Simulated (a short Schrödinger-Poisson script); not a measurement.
Structure: gated In0.52Al0.48As/In0.53Ga0.47As δ-doped gas in a quantum well, at 300 K.

| layer | material | thickness (nm) | Na (cm⁻³) |
|---|---|---|---|
| 1 | In0.52Al0.48As | 10 | - |
| 2 | In0.52Al0.48As | 2 | - |
| 3 | In0.53Ga0.47As | 8 | - |
| 4 | In0.52Al0.48As | 4000 | 1e14 |

Constants are typed, rounded textbook-type inputs, not results; the design itself was drawn at random and stands for no fabricated device. In0.52Al0.48As: permittivity 12.5, conduction-band edge (eV) 0.52, gap (eV) 1.45, electron mass (mₑ) 0.075, Nv at 300 K (cm⁻³) 1.1e19. In0.53Ga0.47As: permittivity 13.9, conduction-band edge (eV) 0, gap (eV) 0.74, Nv at 300 K (cm⁻³) 7.7e18.

Channel valleys (confinement mass, in-plane density-of-states mass, number): Γ 0.041, 0.041, 1. At the gate the conduction-band edge of layer 1 lies 0.65 eV − eVg above the Fermi level of the channel; the field vanishes at the back. Sheet of ionised δ-doping: +3.2e12 e/cm² at 10 nm from the gate. The barrier under the gate holds no holes. Gaps are held at their typed values at every temperature. Mesh 0.08 nm at interfaces.

From a short Schrödinger-Poisson script (our own, NumPy): 1D Poisson equation in equilibrium, electrons quantum, Hartree (BenDaniel-Duke, 40 states a valley, the channel's in-plane mass for all, wave functions free to enter the barrier), parabolic valleys, classical holes, full ionisation, no traps, pinning or gate leakage.

The same stack at other levels of the model or other numerical settings:

| run | sheet density of all electrons at Vg = 0.4 V (cm⁻²) | sheet density of all electrons at Vg = -0.1 V (cm⁻²) | capacitance at Vg = 0.4 V (μF/cm²) | centroid of the channel electrons at Vg = 0.4 V (nm) | rough cost against the base |
|---|---|---|---|---|---|
| base | 2.52e12 | 6.19e11 | 0.640 | 3.48 | about 1 |
| electrons treated as classical, Boltzmann | [?] | 9.18e11 | 0.849 | [?] | 0.03 |
| electrons treated as classical, Fermi-Dirac | 2.61e12 | [?] | 0.633 | 3.42 | 0.1 |
| electrons treated as quantum, Hartree plus LDA exchange-correlation | 2.59e12 | 6.59e11 | 0.646 | 3.46 | 2 |
| mesh six times as coarse | 2.52e12 | 6.16e11 | 0.640 | 3.47 | 0.3 |
| one subband a valley | 2.51e12 | 6.19e11 | 0.624 | 3.47 | 0.3 |

Q: Some entries are withheld; supply them.

A: 
- electrons treated as classical, Boltzmann, centroid of the channel electrons at Vg = 0.4 V (nm): 1.89
- electrons treated as classical, Boltzmann, sheet density of all electrons at Vg = 0.4 V (cm⁻²): 3.43e12
- electrons treated as classical, Fermi-Dirac, sheet density of all electrons at Vg = -0.1 V (cm⁻²): 7.29e11

The classical rows ignore confinement, and Boltzmann statistics overrate the density once the band edge passes the Fermi level.
